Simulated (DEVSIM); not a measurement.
Device: Schottky contact on n-type Si, at 350 K.

Layer 1 from the left is Si, thickness (μm) 5.30, Nd (cm⁻³) 2e15, τn (s) 4.2e-6, τp (s) 4.2e-6. Layer 2 from the left is Si, thickness (μm) 2.40, Nd (cm⁻³) 7.6e17, τn (s) 4.2e-6, τp (s) 4.2e-6.

Left contact: Schottky, work function 4.77 eV, emission velocity 2.6e6 cm/s. Right contact: ohmic. Voltage is applied to the left contact. Recombination: SRH at mid-gap, radiative. Mobility is μmin + (μ − μmin)/(1 + (N/Nref)^α).

The device is made up for the run: typed textbook-type constants, with dimensions and the other settings drawn at random. Values at 300 K; Nc and Nv go as T^1.5, mobilities as T to minus their exponent, the gap by Varshni's rule with the affinity fixed.

Si: gap (eV) 1.124, affinity (eV) 4.05, permittivity 11.7, Nc (cm⁻³) 2.86e19, Nv (cm⁻³) 3.1e19, μn (cm²/Vs) 1417, μp (cm²/Vs) 470, μn,min 52, μp,min 45, Nref,n 9.7e16, Nref,p 2.2e17, αn 0.68, αp 0.72, T exponent of μn 2.3, T exponent of μp 2.2, B (cm³/s) 4.7e-15, Varshni α (eV/K) 0.000473, Varshni β (K) 636.

Model (solved in DEVSIM): 1D drift-diffusion, Boltzmann statistics, complete ionisation; no tunnelling, impact ionisation, image-force lowering or self-heating. Metal contacts follow the ideal Schottky-Mott rule: no Fermi-level pinning, no interface dipoles.

Dark forward current:

| |V| (V) | |J| (A/cm²) |
|---|---|
| 0.05 | 0.002278 |
| 0.10 | 0.01400 |
| 0.15 | 0.07396 |
| 0.20 | 0.3731 |
| 0.25 | 1.742 |
| 0.30 | 6.593 |
| 0.35 | 17.60 |
| 0.40 | 34.44 |
| 0.45 | 55.82 |
| 0.50 | 83.11 |
| 0.55 | 124.1 |
| 0.60 | 197.1 |
| 0.65 | 332.6 |
| 0.70 | 555.5 |
| 0.75 | 820.4 |
| 0.80 | 1021 |
| 0.85 | 1132 |
| 0.90 | 1198 |
| 0.95 | 1248 |
| 1.00 | 1291 |
| 1.05 | 1332 |
| 1.10 | 1371 |
| 1.15 | 1409 |
| 1.20 | 1446 |
| 1.25 | 1483 |
| 1.30 | 1519 |

Work out the local ideality factor n = ΔV / (kT/q · ln(J2/J1)) between the rows 0.15 and 0.20 V, 1.25 and 1.30 V.

kT/q = 30.16 mV. From 0.15 to 0.20 V: ln(0.3731/0.07396) = 1.618, n = 1.02, near the 1 of diffusion or emission over a barrier. From 1.25 to 1.30 V: ln(1519/1483) = 0.024, n = 69.12.

Estimate the current at 0.15 V for emission alone, J0 = q v N_band exp(−φB/kT), and read the barrier back from the simulated current.

φB = 0.720 eV, N_band = 3.60e19 cm⁻³, J0 = 0.000644 A/cm²; J = J0 (exp(qV/kT) − 1) = 0.0924 A/cm². The simulation gives 0.0740 A/cm²; the estimate lies 25 % above. Read backwards, the simulated current gives an apparent barrier of 0.727 eV. The estimate leaves out transport through the depletion region and minority injection.
